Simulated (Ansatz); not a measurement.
**Carrier properties of SiC (P6_3mc)**

Given:

```yaml
crystal:
  lattice:
    - [3.07597, 0.00000, 0.00000]
    - [-1.53798, 2.66386, 0.00000]
    - [0.00000, 0.00000, 5.04775]
  atoms:
    - { symbol: Si, position: [0.33333, 0.66667, 0.99959] }
    - { symbol: Si, position: [0.66667, 0.33333, 0.49959] }
    - { symbol: C, position: [0.33333, 0.66667, 0.37541] }
    - { symbol: C, position: [0.66667, 0.33333, 0.87541] }
```

Level of theory: r2SCAN with spin-orbit coupling, rigid bands (plane waves, PAW; Ansatz, an electronic-structure program). How the cell was made: cell and atoms relaxed with PBEsol.

The band gap comes out as 2.65 eV, the electron conductivity mass (300 K, dilute) comes out as 0.43 (x), 0.43 (y), 0.26 (z) mₑ and the hole conductivity mass (300 K, dilute) comes out as 1.15 (x), 1.15 (y), 1.43 (z) mₑ. The effective density of states N_c (300 K) is 1.1e19 cm⁻³ and the effective density of states N_v (300 K) is 6.1e19 cm⁻³. The density-of-states mass, electrons is 0.58 mₑ and the density-of-states mass, holes is 1.81 mₑ. The Seebeck coefficient, n-type 1e19 cm⁻³, 300 K is -230 μV/K. The best n-type power factor at 300 K for τ = 10 fs (best axis; densities from 1e16 to 1e21 cm⁻³ tried, whether or not they can be reached) is 7.0 μW/(cm·K²) at 3e19 cm⁻³ and the Seebeck coefficient, p-type 1e19 cm⁻³, 300 K is 386 μV/K.

Rigid bands; masses and Seebeck coefficients take one relaxation time τ for all states and one kind of carrier; polarons and phonon drag are left out. Geometry: cell and atoms relaxed with PBEsol.
